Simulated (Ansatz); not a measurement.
## monoclinic HfO2: the defect V_O+Y_Hf+Y_Hf

These are PBE, PAW (plane waves to 420 eV; Ansatz, an electronic-structure program) values and carry that method's errors. A 2×2×2 supercell of 96 sites was used; the energies come from a 2×2×2 shifted sampling of its zone. Sites at the start: the O(1,3-fold) site; Hf 2.05 Å away; Hf 2.15 Å away. Charged cells carry a point-charge image correction with potential alignment at far atoms. Dielectric constants: PBE linear response of the host. Host gap at this level: 4.04 eV. These values are not converged in cell size to better than tenths of an eV. PBE underestimates the host's gap, which shifts levels and can delocalise carriers. Spin–orbit coupling is left out, which matters for these heavy elements. Each state is the lowest found from its start.

```tsv
charge	moment (μB)	point group	largest move off a lattice site (Å)	image correction with alignment (eV)
+1*	1.0	C1	0.30	–
0	not spin-polarised	C1	0.30	0.00
−1	1.0	C1	0.15	0.36
```

* At this level the carrier isn't localised at the defect: at charge +1 holes occupy the valence band. Such a state is shallow or no state of the defect, and this cell gives it no level.

Point groups are those of the whole cell at tolerances of 0.03 and 0.1 Å ("near" where only the looser one holds); none is given for unsettled states.

Transition levels above the valence-band maximum: ε(0/−1) = 3.01 eV. On the lower envelope of the bound states, inside the gap: (0/−1) at 3.01 eV.

Flagged in the runs: a host whose relaxation on this sampling wasn't shown to rest, a strain field that reaches the edge of the cell.

All states together cost about 4 core-hours (a rough figure).
